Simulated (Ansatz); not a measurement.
Take TiN in the rock salt structure (space group Fm-3m, No. 225; a = 4.233 Å; relaxed with 0.1 eV smearing) as the base. Axes: x, y, z lie along the cube axes.

Structures relaxed with Ansatz (a first-principles code) r2SCAN, no spin-orbit coupling.

Base:

Simulated powder pattern, Cu Kα1, λ = 1.54056 Å (kinematic, ideal powder, no thermal factors, no anomalous dispersion; the 10 strongest lines at most, above 2 %, up to 2θ = 90°):

| 2θ (°) | I/Imax (%) | hkl |
|---|---|---|
| 36.74 | 67 | (111) |
| 42.68 | 100 | (200) |
| 61.95 | 55 | (220) |
| 74.24 | 24 | (311) |
| 78.15 | 17 | (222) |

One thing is altered: biaxial strain −4.81 %, plane normal [001], relaxed out of plane (Cartesian); in-plane vectors clamped, the third vector and the atoms free.

After the change:

Simulated powder pattern, Cu Kα1, λ = 1.54056 Å (kinematic, ideal powder, no thermal factors, no anomalous dispersion; the 10 strongest lines at most, above 2 %, up to 2θ = 90°):

```csv
2θ (°),I/Imax (%),hkl
37.77,100,(111)
41.70,58,(002)
44.96,90,(200)
62.98,56,(202)
65.46,24,(220)
73.52,13,(113)
78.12,22,(311)
80.68,25,(222)
```

The indices refer to the base's conventional cell; one index is shown for lines that coincide. The space group is now I4/mmm (No. 139).

Whether these cells are dynamically stable was not tested. The final runs are not spin-polarised.
